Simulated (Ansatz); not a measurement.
Base system: SiC in the zinc blende structure (space group F-43m, No. 216; a = 4.356 Å).

Structures relaxed with Ansatz (an electronic-structure program), r2SCAN, PAW, cutoff 500 eV, scalar-relativistic without spin-orbit coupling.

Base:

Simulated powder pattern, Co Kα, λ = 1.79026 Å (kinematic, ideal powder, no thermal factors, no anomalous dispersion; the 10 strongest lines at most, above 2 %, up to 2θ = 90°):

```json
[
 {"2θ (°)": "41.70", "I/Imax (%)": "100", "hkl": "(111)"},
 {"2θ (°)": "48.53", "I/Imax (%)": "18", "hkl": "(200)"},
 {"2θ (°)": "71.07", "I/Imax (%)": "45", "hkl": "(220)"},
 {"2θ (°)": "85.92", "I/Imax (%)": "37", "hkl": "(311)"}
]
```

Perturbation: a hydrostatic pressure of 3 GPa.

### Question
Where do the lines fall after the change?

### Answer

Simulated powder pattern, Co Kα, λ = 1.79026 Å (kinematic, ideal powder, no thermal factors, no anomalous dispersion; the 10 strongest lines at most, above 2 %, up to 2θ = 90°):

| 2θ (°) | I/Imax (%) | hkl |
|---|---|---|
| 41.89 | 100 | (111) |
| 48.75 | 18 | (200) |
| 71.42 | 45 | (220) |
| 86.38 | 37 | (311) |

The indices refer to the base's conventional cell; one index is shown for lines that coincide.

Load acts through the strain it causes; cell and atoms are relaxed under it. Stability against distortions was not tested.
